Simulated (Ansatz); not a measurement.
# Hypothetical rock salt YSi: pressure series

The reference is YSi in the rock salt structure (space group Fm-3m, No. 225; a = 5.8342 Å; a hypothetical phase, not in the database extracts checked).

Cell and atoms are relaxed at each pressure.

Method: r2SCAN (Ansatz, a program for electronic structure, PAW, spin-orbit coupling left out).

| pressure (GPa) | volume per atom (Å³/atom) |
|---|---|
| 0 | 24.822 |
| 2.1 | 24.110 |
| 4.5 | 23.394 |
| 9 | 22.271 |
| 15 | 21.073 |
| 22.5 | ? |
| 30 | 18.935 |

Problem. Fit the third-order Birch–Murnaghan form P(V) = (3B₀/2)[(V₀/V)^(7/3) − (V₀/V)^(5/3)]·[1 + (3/4)(B₀′ − 4)((V₀/V)^(2/3) − 1)] (squares taken in P) to the rows shown and predict the withheld row.

Solution. Least squares on the printed values gives V₀ = 24.823 Å³/atom, B₀ = 68.2 GPa, B₀′ = 3.6; this predicts 19.889 Å³/atom, and the run gives 19.887 Å³/atom, 0.002 lower.

Load acts through the strain it causes; cell and atoms are relaxed under it. Whether these cells are dynamically stable was not tested. Competing high-pressure phases were not computed. The final runs are not spin-polarised. An odd electron count without spin: YSi. YSi has a high density of states at the Fermi level and may be magnetic at this level.
